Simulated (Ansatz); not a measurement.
## Carrier doping in AlN

The parent structure is AlN in the rock salt structure (space group Fm-3m, No. 225; a = 4.045 Å; a model cell, its experimental status unchecked).

Carriers are added at fixed cell with a uniform background; the Fermi–Dirac width is that of 300 K.

Computed with PBEsol (Ansatz, a first-principles code; PAW; 420 eV plane waves; no spin-orbit coupling).

Notes on the quantities. Fermi level from band edge: Fermi level relative to the doped band's edge (positive inside the band; to 0.05 eV).

| electron density (10^21 cm⁻³) | Fermi level from band edge (eV) |
|---|---|
| 0.5 | 0.25 |
| 0.7 | 0.30 |
| 1 | ? |
| 10 | 1.20 |

Question: Fit E_F = C n^s, fitted as a line in log–log form (a parabolic band gives s = 2/3) to the rows shown and predict the withheld row.

Answer: Least squares on the printed values gives C = 0.36 eV, s = 0.52 (largest residual 0.00 eV); this predicts 0.36 eV, and the run gives 0.35 eV, in agreement.

Carriers are added with a uniform compensating background; total energy and stress of such cells depend on the potential's zero and are not compared; many-body gap narrowing is missing at this level. Whether these cells are dynamically stable was not tested. The base started in P3_121 and relaxed to Fm-3m at this level. This is not the structure that AlN has at room temperature and ambient pressure.
